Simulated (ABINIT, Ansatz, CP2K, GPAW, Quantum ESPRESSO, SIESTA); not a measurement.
SnAs (Fm-3m, 2 atoms in the cell) computed with different codes at matched settings

Self-consistent single point, at a second geometry (lattice scaled by 0.98). First geometry:

```
SnAs
1.0
    0.00000     2.87687     2.87687
    2.87687     0.00000     2.87687
    2.87687     2.87687     0.00000
Sn As
1 1
Direct
  0.50000   0.50000   0.50000
  0.00000   0.00000   0.00000
```

Shared settings, as Ansatz (a program for electronic structure) writes them: kpoints.mp_grid.grid = 10 10 10; scf.occupations.method = gaussian; scf.occupations.width = 0.0147 Ry. Potentials and cutoffs stand in the table.

```csv
code,model,ΔF from the first geometry (meV/atom),pressure (GPa),cutoff
SIESTA,"GGA PBEsol, numerical atomic orbitals DZP, PseudoDojo PBEsol standard norm-conserving potentials (rewritten from UPF to PSML)",18.8,5.12,grid 400 Ry
ABINIT,"PBEsol, PAW (JTH v2.0 PBE PAW, files made for PBE)",7.5,3.21,544 eV
Ansatz,"PBEsol, PAW files made with PBE",6.6,3.20,30.9 Ry
GPAW,"PBEsol, GPAW PAW datasets PBEsol (made by gpaw-setup)",5.2,3.04,600 eV
CP2K,"PBEsol, GPW, DZVP-MOLOPT-SR-GTH basis, GTH-PBE potentials (GTH_POTENTIALS)",39.1,7.29,grid 400 Ry
Quantum ESPRESSO,"PBEsol, PseudoDojo standard norm-conserving (PBESOL) pseudopotentials",6.5,3.20,85 Ry
```

The spread over the programs that give each value: ΔF from the first geometry within 33.9 meV/atom; pressure within 4.25 GPa.

SIESTA and CP2K use small atom-centred bases, whose incompleteness enters pressures, forces and empty levels differently from a plane-wave cutoff. Ansatz's pressure is given at a fixed set of plane waves, as the other plane-wave codes print theirs. In the pressure, SIESTA (by 1.92) and CP2K (by 4.08) lie more than 1 GPa from the median of the plane-wave programs.

The starting cell comes from a database of computed structures (which also holds hypothetical and non-ambient phases and stackings), without a prior relaxation at this level. For this run, on top of that: lattice scaled by 0.98.

Left out of this page: Elk and FLEUR (not drawn, or without a comparable value).

Keys are those of Ansatz 0.2.
